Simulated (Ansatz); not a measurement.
The reference is GaSb in the zinc blende structure (space group F-43m, No. 216; a = 6.1335 Å).

Structures relaxed with Ansatz (an electronic-structure program), r2SCAN, PAW, cutoff 500 eV, no spin-orbit coupling, earlier PAW set.

Base:

Simulated powder pattern, Cu Kα1, λ = 1.54056 Å (kinematic, ideal powder, no thermal factors, no anomalous dispersion; the 14 strongest lines at most, above 2 %, up to 2θ = 90°):

| 2θ (°) | I/Imax (%) | hkl |
|---|---|---|
| 25.13 | 100 | (111) |
| 29.09 | 5.8 | (200) |
| 41.61 | 73 | (220) |
| 49.23 | 47 | (311) |
| 60.31 | 12 | (400) |
| 66.38 | 19 | (331) |
| 68.34 | 2.0 | (420) |
| 75.94 | 24 | (422) |
| 81.47 | 14 | (511) |

Perturbation: every Sb is replaced by As; the structure is relaxed again.

How do the reflections move or split?


Simulated powder pattern, Cu Kα1, λ = 1.54056 Å (kinematic, ideal powder, no thermal factors, no anomalous dispersion; the 14 strongest lines at most, above 2 %, up to 2θ = 90°):

```
2θ (°)  I/Imax (%)    hkl
------  ----------  -----
27.24          100  (111)
45.23           75  (220)
53.61           45  (311)
65.89           12  (400)
72.69           18  (331)
83.53           24  (422)
89.90           14  (511)
```

The indices refer to each structure's own conventional cell; one index is shown for lines that coincide.

Stability against distortions was not tested.
